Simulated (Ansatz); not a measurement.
For VW₃ (Fm-3m), PBEsol, DFPT electron-phonon coupling, linearised Boltzmann equation run with Ansatz (a quantum-chemistry and plane-wave program) gives a transport coupling λ_tr = 0.193 and a Drude plasma energy ħω_p = 7.12 eV.

Task: Estimate the resistivity at 300 K from the high-temperature formula ρ = 2π λ_tr k_B T / (ħ ε₀ ω_p²), and say how the full Boltzmann solution compares.

Result: The scattering rate is 1/τ = 2π λ_tr k_B T/ħ = 4.76e13 s⁻¹ and ω_p = 1.08e16 s⁻¹, so ρ ≈ 4.60 μΩ·cm. The Boltzmann solution gives 4.07 μΩ·cm, 0.89 times the estimate; it lies lower because k_BT is not large against the phonon energies and the solution lets the distribution adjust.

A metal at this level (no band gap). Only scattering by harmonic phonons is included (no impurities, grain boundaries, electron-electron scattering or thermal expansion). Spin-orbit coupling is left out, which matters with elements this heavy. Halving the electron mesh (24x24x24) moves the resistivity by up to 2 % at 300 K, the coupling by up to 2 %. Smearing 0.20 eV; phonons on a 4x4x4 q mesh, which this run doesn't test.

Computed structure, not matched to a measured one here, so possibly hypothetical: VW3 (Fm-3m). Treated as nonmagnetic (a ferromagnetic start lost its moment, other orders weren't tried): VW3 (Fm-3m).
